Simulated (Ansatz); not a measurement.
End structure of the (311) surface of alpha tin in its 1x1 cell, outermost plane spacing 0.50 Å in the ideal cut (one of several cuts of this face):

```xyz
12
Lattice="4.7072 0.0000 0.0000 -2.3536 7.8060 0.0000 0.0000 0.0000 27.0000" Properties=species:S:1:pos:R:3 pbc="T T T"
Sn     2.3547     3.3284     7.9084
Sn     2.3558     5.7752     9.3251
Sn     0.0020     7.1896    10.2154
Sn     2.3537     2.3190    10.6437
Sn     0.0001     2.8463    12.2440
Sn    -0.0001     5.6928    12.7198
Sn     2.3537     6.3709    14.2802
Sn    -0.0001     1.4115    14.7560
Sn     2.3534     1.9388    16.3563
Sn     2.3516     4.8741    16.7846
Sn    -0.0022     6.2886    17.6749
Sn     2.3525     0.9294    19.0916
```

Set-up: 12 atoms, 10.5 Å thick at the start; mesh 8x5x1; 0.1 eV smearing; dipole correction on; all atoms relaxed; held to the part of the start's symmetry that mesh and held atoms allow; no spin, no spin-orbit, no U.

### Question
Estimate the surface energy (mean of both faces) that PBE (Ansatz, a first-principles code) returns for this input.

### Answer
0.67 J/m²

### Question
Give the work function of the top face at the level PBE.

### Answer
4.11 eV
